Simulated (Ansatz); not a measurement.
The slab is Si(111) 1x1 surface, 6 top atoms, 3 bilayers, bottom bilayer H-capped and fixed, every top atom capped by H; cell 11.5 x 6.6 Å; two neighbouring H replaced by OH; about 7 Å thick over the host's atoms, 18 atoms held. Calculation: PBE-D3(BJ) (plane waves to 420 eV, PAW; Ansatz, a program for electronic structure). k mesh 1 x 2 x 1. The slab states were run without spin polarisation. A thicker slab, a larger cell or a denser mesh can move such energies by a tenth of an eV or more. No zero-point or entropy terms are included. Each state was relaxed from one prepared geometry.

End state of this step: SiH2Cl2 exchanges its H ligand with the surface O-H group. Atoms near the product:

```
atom     x (Å)   y (Å)   z (Å)
------  ------  ------  ------
H(14)   -0.013   6.664  11.016
H(29)    3.843   6.685  11.009
H(47)    2.017   6.120  13.285
O(48)    1.723   3.438  11.205
H(49)    2.428   3.052  11.757
Si(a0)   5.707  10.028  12.734
Cl(a1)   4.026   8.958  13.310
Cl(a2)   5.453  11.975  13.318
H(a3)    1.764   5.619  12.784
H(a4)    6.865   9.447  13.442
```

Question: What energy does it take to move H2 into the gas, one a cell, with the surface relaxed behind it, and what are its closest contacts before it leaves?

Answer: 0.09 eV. Its closest contacts to the rest of the cell: H(a3)...O(48) 2.69 Å, H(a3)...H(14) 2.72 Å, H(a3)...H(49) 2.84 Å.
